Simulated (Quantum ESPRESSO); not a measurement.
# Equation of state of WC-type WC (space group 187): energy against volume (Quantum ESPRESSO, PBE)

```
WC
1.0
    2.85826     0.00000     0.00000
   -1.42913     2.47532     0.00000
    0.00000     0.00000     2.78950
W C
1 1
Direct
  0.00000   0.00000   0.00000
  0.33333   0.66667   0.50000
```

Computed with PBE, GBRV 1.5 ultrasoft (PBE) pseudopotentials (plane waves; Quantum ESPRESSO). Settings: ecutwfc = 52 Ry; ecutrho = 416 Ry; occupations = smearing; smearing = fermi-dirac; degauss = 0.0036749 Ry; potentials = {W: w_pbe_v1.2.uspp.F.UPF, C: c_pbe_v1.2.uspp.F.UPF}; K_POINTS = automatic 23 23 20 0 0 0; conv_thr = 1e-10 Ry; mixing_beta = 0.7. The cell above is the first row's. The rows scale it uniformly. In all rows fractional positions and the k mesh are held. E is the free energy at the stated smearing, counted from the lowest row.

| V (Å^3/atom) | E (meV/atom) |
|---|---|
| 9.868 | ? |
| 10.083 | 26.30 |
| 10.297 | 7.18 |
| 10.512 | 0.00 |
| 10.726 | 3.55 |
| 10.941 | 16.74 |
| 11.155 | 38.59 |
| 11.370 | 68.20 |
| 11.584 | 104.78 |

Fit E of the 8 rows that show it with the third-order Birch-Murnaghan form, a cubic in V^(-2/3). With u = V^(-2/3) - 0.204, the rows have u = 0.010260, 0.007281, 0.004390, 0.001609, -0.001094, -0.003697, -0.006230, -0.008674. Least squares gives E = 10.252 - 5231.38·u + 657299·u² + 484746·u³. Residuals (row less fit): 0.006, -0.015, 0.005, 0.012, -0.021, 0.038, -0.038, 0.013; standard error 0.031 (degrees of freedom: 4). Its minimum lies at u = 0.003962, so V0 = (0.207962)^(-3/2) = 10.54. There d²E/du² = 1326000 and d³E/du³ = 2908000, so B0 = (4/9) × 10.54^(-7/3) × 1326000 × 0.160218 = 387 GPa (the last factor turns the table's units into GPa), and B0' = 4 + (2/3) × 0.207962 × (2908000)/1326000 = 4.3. The program's pressures in the fitted runs (not shown) pass through zero at V = 10.54, 0.06 % from this V0.

### Question
Predict the withheld E at V = 9.868 from the fit, and compare with the calculation.

### Answer
u = 0.013360, so E = 10.252 - 5231.38 × 0.013360 + 657299 × 0.013360² + 484746 × 0.013360³ = 58.838 meV/atom. The calculation gives 58.73 meV/atom, 0.108 meV/atom below the prediction (0.1 % of the range of E in the table). The row lies outside the fitted rows, so this is an extrapolation. From the scatter of the fitted rows alone, a prediction at this place has a standard error of 0.093 meV/atom, so the miss is 1.2 times that.

Carrying the step between the two nearest rows on in a straight line would have given 45.51, off by 13.22; series whose last step already gives the withheld value aren't shown. The scan was laid around a cell of about the measured size, scaled by a guess for this functional; axis ratios and inner coordinates come from that cell. The runs keep the symmetry of the cell, so they don't test it for distortions. Spin polarisation is off. Spin-orbit coupling is off. The shape of the cell and the inner coordinates aren't relaxed, so V0 and B0 belong to this uniform scaling; a relaxed crystal lies no higher in energy and is usually softer. Cutoffs and mesh are single choices, not tested for convergence of this quantity. Series with a scatter that would blur these digits, or in which a gap closes, are not shown. Nor are scans whose minimum lies at an end fitted in this form.
